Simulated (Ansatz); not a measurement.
Consider MoS2 (space group P6_3/mmc, No. 194; a = 3.109 Å, c = 11.709 Å; layered, stacked along the Cartesian z axis). Axes: x lies along a and z along c of the hexagonal cell.

All numbers come from Ansatz (a quantum-chemistry and plane-wave program) PBEsol-D3(BJ), scalar-relativistic without spin-orbit coupling.

Base values:

The band gap is 0.52 eV.

It is then changed as follows: the cell is compressed by 3.00 % along z with no lateral relaxation; the atoms relax in the strained cell.

Question: What happens to the energy relative to the base?

Answer: The energy increases by 5.4 meV/atom.

Question: What does the calculation give for the band gap after the change?

Answer: The band gap falls by 0.208 eV, from 0.52 eV to 0.32 eV.

Question: Predict the new stress.

Answer: The stress (xx, yy, zz, yz, xz, xy; compression positive) comes out as (0.68, 0.68, 3.84, 0.00, 0.00, 0.00) GPa.

Whether these cells are dynamically stable was not tested.
